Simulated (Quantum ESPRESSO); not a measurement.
Worked example: self-consistent single point of CrI₃ (R-3, 8 atoms in the cell) in Quantum ESPRESSO.

Level of theory: PBE, SSSP 1.1.2 efficiency (PBE) pseudopotentials (plane waves; Quantum ESPRESSO 7.5).

```
CELL_PARAMETERS angstrom
      3.25247     1.87782     5.98239
     -3.25247     1.87782     5.98239
      0.00000    -3.75563     5.98239
ATOMIC_POSITIONS crystal
  Cr 0.33333 0.33333 0.33333
  Cr 0.66667 0.66667 0.66667
  I  0.08800 0.75500 0.42100
  I  0.42100 0.08800 0.75500
  I  0.75500 0.42100 0.08800
  I  0.91200 0.24500 0.57900
  I  0.57900 0.91200 0.24500
  I  0.24500 0.57900 0.91200
```
Moments meant for the start (each program seeds them in its own way; μB, in the order of the atoms Cr Cr I I I I I I): 3.0 3.0 0.0 0.0 0.0 0.0 0.0 0.0.

Reference input (self-consistent single point, DFT, PBE, plane waves, SSSP 1.1.2 efficiency (PBE) pseudopotentials): ecutwfc = 50 Ry; ecutrho = 400 Ry; occupations = smearing; smearing = fd; degauss = 0.0073499 Ry; nspin = 2; potentials = {Cr: cr_pbe_v1.5.uspp.F.UPF, I: I.pbe-n-kjpaw_psl.0.2.UPF}; K_POINTS = automatic 4 4 4 0 0 0; conv_thr = 1e-10 Ry; mixing_beta = 0.3. This run's input differs from it in these lines:

```diff
@@ -16,3 +16,3 @@
   smearing = 'fd'
-  degauss = 0.0073499
+  degauss = 0.02205
   nspin = 2
@@ -41,3 +41,3 @@
 K_POINTS automatic
-4 4 4  0 0 0
+6 6 6  0 0 0
```

Output, abridged:

```
     Self-consistent Calculation

     iteration #  1     ecut=    50.00 Ry     beta= 0.30

     negative rho (up, down):  4.130E-04 7.049E-04

     total energy              =   -2624.05914292 Ry
     estimated scf accuracy    <       1.67671416 Ry

     total magnetization       =     5.21 Bohr mag/cell
     absolute magnetization    =     6.09 Bohr mag/cell

     iteration #  2     ecut=    50.00 Ry     beta= 0.30

     negative rho (up, down):  4.142E-04 1.278E-03

     total energy              =   -2624.37971282 Ry
     estimated scf accuracy    <       3.29499547 Ry

     total magnetization       =     5.06 Bohr mag/cell
   [... lines left out ...]

     iteration # 19     ecut=    50.00 Ry     beta= 0.30

     negative rho (up, down):  0.000E+00 8.496E-03

     Magnetic moment per site  (integrated on atomic sphere of radius R)
     atom   1 (R=0.157)  charge= 12.4320  magn=  2.8981
     atom   2 (R=0.157)  charge= 12.4320  magn=  2.8981
     atom   3 (R=0.157)  charge=  4.0042  magn= -0.0491
     atom   4 (R=0.157)  charge=  4.0042  magn= -0.0491
     atom   5 (R=0.157)  charge=  4.0042  magn= -0.0491
     atom   6 (R=0.157)  charge=  4.0042  magn= -0.0491
     atom   7 (R=0.157)  charge=  4.0042  magn= -0.0491
     atom   8 (R=0.157)  charge=  4.0042  magn= -0.0491
     End of self-consistent calculation

     the Fermi energy is     8.0995 ev

!    total energy              =   -2624.63305882 Ry
     estimated scf accuracy    <          7.1E-11 Ry
     smearing contrib. (-TS)   =      -0.06696245 Ry
     internal energy E=F+TS    =   -2624.56609637 Ry

     total magnetization       =     5.96 Bohr mag/cell
     absolute magnetization    =     6.94 Bohr mag/cell

     convergence has been achieved in  19 iterations

     negative rho (up, down):  0.000E+00 8.496E-03

     Forces acting on atoms (cartesian axes, Ry/au):

     atom    1 type  1   force =     0.00000000    0.00000000   -0.00017817
     atom    2 type  1   force =     0.00000000    0.00000000    0.00017817
     atom    3 type  2   force =    -0.00165171   -0.00191425   -0.01469480
   [... lines left out ...]
     Total force =     0.036525     Total SCF correction =     0.000010
   [... lines left out ...]

     negative rho (up, down):  0.000E+00 8.496E-03
          total   stress  (Ry/bohr**3)                   (kbar)     P=       74.77
   0.00051891   0.00000000  -0.00000000           76.33        0.00       -0.00
  -0.00000000   0.00051891  -0.00000000           -0.00       76.33       -0.00
   0.00000000  -0.00000000   0.00048693            0.00       -0.00       71.63

   JOB DONE.
```

The run converged in 19 iterations. Against the reference run the free energy falls by 33.3 meV/atom, the pressure goes from 7.25 to 7.48 GPa, the largest force goes from 0.480 to 0.383 eV/Å and the size of the net moment hardly changes (0.75 to 0.74 μB/atom).

The starting cell was generated: these elements placed on a structure prototype, without a prior relaxation; it need not be a known phase or ordering of this composition. Its lattice was rescaled by a random factor within 2.5 % of one. The magnetic order is the one reached from the typed start; others were not searched systematically. With a pressure of about 7 GPa the cell is away from its equilibrium volume at this level.

Cost on one core of a shared machine: roughly 20 min.
